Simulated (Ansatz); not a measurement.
LiGeN (P6₃mc, No. 186, 6 atoms in the cell; start mp-1246087) was calculated with PBEsol+SOC (plane waves, PAW; Ansatz, an electronic-structure program).

Settings: plane-wave cutoff 520 eV, 12×12×4 k mesh (along the axes of the cell as run), Fermi–Dirac smearing 0.01 eV, PAW data made under PBE.

Cell (relaxed with PBEsol):

```
CELL_PARAMETERS angstrom
      2.97924     0.00000     0.00000
     -1.48962     2.58009     0.00000
      0.00000     0.00000     9.32185
ATOMIC_POSITIONS crystal
  Li 0.66667 0.33333 0.74328
  Li 0.33333 0.66667 0.24328
  Ge 0.00000 0.00000 0.49784
  Ge 0.00000 0.00000 0.99784
  N  0.33333 0.66667 0.60350
  N  0.66667 0.33333 0.10350
```

Problem. Predict the band gap, smallest direct gap on the k points sampled and direct gap at Γ.

Solution. 
- band gap: 1.46 eV (indirect)
- smallest direct gap on the k points sampled: 2.41 eV
- direct gap at Γ: 3.09 eV

Computed values are for the static lattice.

Computing time: roughly 2.2 core-minutes.

A start named mp-… is a Materials Project structure, which need not be a measured phase.
